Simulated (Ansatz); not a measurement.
The starting structures come from a database of crystals and need not be the phases stable at ambient conditions.

By PBEsol, the system below comes out a metal.

A figure of merit of an interconnect metal is its ballistic conductance per area.

Data:

```xyz
8
Lattice="7.0375 0.0000 0.0000 -3.5188 6.0947 0.0000 3.5188 2.0316 2.8731" Properties=species:S:1:pos:R:3 pbc="T T T"
Mo     7.9172     1.5237     2.1548
Mo     2.6391     0.5079     0.7183
Mo     5.2782     2.0316     0.7183
Mo     1.7594     6.0947     2.1548
Mo     2.6391     3.5552     0.7183
Mo     4.3985     4.5710     2.1548
Os     0.0000     0.0000     0.0000
Os     0.0000     4.0631     1.4365
```

Space group of this cell: Pm-3n, A15 (Cr3Si type). The cell is taken as given; by PBEsol its mean pressure is -6.1 GPa.

The current flows along the normal of the first two printed cell vectors, the (111) plane of the conventional cell. No spin-orbit coupling; the value is a mean over 0.1 eV about the Fermi level.

Q: Predict the ballistic conductance per area from PBEsol in Ansatz (a quantum-chemistry and plane-wave program).

A: 0.99 × 10¹⁵ S/m² for both spins.
